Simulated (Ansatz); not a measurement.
Mo under load (space group I4/mmm), PBEsol, DFPT electron-phonon coupling, linearised Boltzmann equation run with Ansatz (a program for electronic structure). Condition of this run: biaxial stress xx = yy = -3 GPa (compression positive) (the target of the relaxation). Phonon-limited resistivity 5.55 μΩ·cm at 300 K, 7.67 μΩ·cm at 400 K, current-weighted mean free path 12.3 nm, Drude plasma energy 8.71 eV.

What Drude relaxation time do resistivity and plasma energy imply?

ω_p = 1.32e16 s⁻¹, so τ = 1/(ε₀ ω_p² ρ) = 11.6 fs, a damping ħ/τ of 56.6 meV.

Estimate the electronic thermal conductivity at 300 K by the Wiedemann-Franz law (L₀ = 2.44×10⁻⁸ W·Ω/K²).

L₀T/ρ = 2.44×10⁻⁸ × 300/(5.55×10⁻⁸) = 132 W/(m·K). Inelastic scattering puts the true Lorenz number somewhat under L₀ near and below the Debye temperature.

What is the classical skin depth at 100 GHz (nonmagnetic, μ₀ = 1.257×10⁻⁶ H/m)?

δ = √(ρ/(π f μ₀)) = 375 nm.

A metal at this level (no band gap). Only scattering by harmonic phonons is included (no impurities, grain boundaries, electron-electron scattering or thermal expansion). Spin-orbit coupling is left out. The squared frequency of the phonon mode least converged on the k mesh is uncertain by about 44 %. The run warned that the eigensolver left some states short of its tolerance. Halving the electron mesh (36x36x36) moves the resistivity by up to 3 % at 300 K, the mean free path by up to 2 %. Smearing 0.20 eV; phonons on a 6x6x6 q mesh, which this run doesn't test.
